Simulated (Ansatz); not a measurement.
Consider TiO$_{2}$ in the rutile structure (space group P4_2/mnm, No. 136; a = 4.591 Å, c = 2.939 Å). Axes: x, y, z lie along a, b, c of the conventional cell.

All numbers come from Ansatz (a first-principles code) PBEsol, no SOC.

Before the change:

The electron mass comes out as 0.54 mₑ along c, 1.1 mₑ across (at Γ).

Modification: uniaxial strain ε_xx = +1.20 %, all other strain components held at zero; the atoms relax in the strained cell.

Q: Estimate the effect on the electron mass and energy relative to the base.

A: The electron mass becomes 0.55 mₑ along z, 1.1 mₑ across (at Γ) (base: 0.54 mₑ along c, 1.1 mₑ across (at Γ)); the energy increases by 1.3 meV/atom.

The levels and masses belong to the bands next to the band gap. Effective masses come from finite differences of ±0.01 Å⁻¹. Stability against distortions was not tested. All final runs are without spin polarisation.
